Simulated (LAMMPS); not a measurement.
Consider a free-standing liquid film of Cu, 2156 atoms, at 1830 K in molecular dynamics.

Method: classical MD, pair style eam/alloy, file Cu_zhou.eam.alloy; code LAMMPS.

**Question.** What does the simulation give for the surface tension, the number density in the middle, the excess potential energy of the surface?

**Answer.** surface tension: 1.00 ± 0.02 N/m; number density in the middle: 0.0711 Å⁻³; excess potential energy of the surface: 1.3 J/m².
